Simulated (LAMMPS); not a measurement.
An MD run on a melt made from SiC (zinc blende), 1000 atoms, at 4640 K and 0 GPa, brought to that temperature within a few picoseconds.

Level of theory: classical MD, pair style tersoff, file SiC_Erhart-Albe.tersoff; code LAMMPS.

Task: Give number structure factor against q (1/Å) as the simulation yields it.

Result: State found: liquid.
```tsv
q (1/Å)	number structure factor
0.6800	0.526
0.8800	0.537
1.080	0.563
1.280	0.613
1.480	0.683
1.680	0.760
1.880	0.829
2.080	0.875
2.280	0.887
2.480	0.871
2.680	0.845
2.880	0.825
3.080	0.828
3.280	0.859
3.480	0.919
3.680	0.995
3.880	1.07
4.080	1.13
4.280	1.16
4.480	1.15
4.680	1.12
4.880	1.07
5.080	1.02
5.280	0.980
5.480	0.954
5.680	0.944
5.880	0.947
6.080	0.958
6.280	0.970
6.480	0.985
6.680	0.998
6.880	1.01
7.080	1.01
7.280	1.01
7.480	1.01
7.680	1.00
7.880	1.00
8.080	0.998
8.280	0.995
8.480	0.991
8.680	0.988
8.880	0.988
9.080	0.991
9.280	0.996
9.480	1.00
9.680	1.01
9.880	1.01
10.08	1.02
10.28	1.02
10.48	1.02
10.68	1.02
10.88	1.01
11.08	1.00
11.28	0.993
11.48	0.986
11.68	0.981
11.88	0.980
```

Caution: at ambient pressure real SiC sublimes or decomposes before or as it melts, so this liquid is the model's. Caution: a run this short can hold a crystal over, or a liquid under, the potential's melting point.
